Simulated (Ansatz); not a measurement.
# K2S, response to strain

The parent structure is K$_{2}$S in the anti-fluorite structure (space group Fm-3m, No. 225; a = 7.336 Å).

Strains are applied to the cell and any free atomic positions relax.

Calculations: PBEsol (Ansatz, a first-principles code), spin-orbit coupling left out.

Candidates:
(a) isotropic strain +1.00 %
(b) isotropic strain −2.00 %
(c) isotropic strain +2.00 %
(d) isotropic strain +2.50 %
(e) isotropic strain −1.00 %

Before the change:

- Smallest direct gap: 2.58 eV

Question: Order them by smallest direct gap, lowest first.

Answer: (d) isotropic strain +2.50 % (2.33 eV), (c) isotropic strain +2.00 % (2.38 eV), (a) isotropic strain +1.00 % (2.48 eV), (e) isotropic strain −1.00 % (2.68 eV), (b) isotropic strain −2.00 % (2.79 eV)

No phonon test of stability was made.
